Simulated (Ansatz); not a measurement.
# Cu (Fm-3m): band-structure transport figures

Consider the following.

```yaml
crystal:
  lattice:
    - [0.00000, 1.78931, 1.78931]
    - [1.78931, 0.00000, 1.78931]
    - [1.78931, 1.78931, 0.00000]
  atoms:
    - { symbol: Cu, position: [0.00000, 0.00000, 0.00000] }
```

Level of theory: PBEsol, rigid bands (plane waves, PAW, scalar-relativistic; Ansatz, a quantum-chemistry and plane-wave program). Condition of this run: hydrostatic pressure -2 GPa (the target of the relaxation). Geometry: cell and atoms relaxed with PBEsol, then loaded as said.

| Item | Result |
|---|---|
| density of states at the Fermi level | 0.301 states/(eV·cell), both spins |
| bare Sommerfeld coefficient | 0.71 mJ/(mol of atoms·K²) |
| Drude plasma energy | 9.0 eV |
| root-mean-square Fermi velocity | 1.1e6 m/s |
| resistivity times τ | 6.0 ×10⁻²² Ω·m·s |
| resistivity times mean free path | 6.6 ×10⁻¹⁶ Ω·m² |

A metal at this level (no band gap); rigid bands, thermally averaged at 300 K, both spins. Spin-orbit coupling is left out. τ is one relaxation time for all states; the product of resistivity and mean free path takes one path for all states instead.
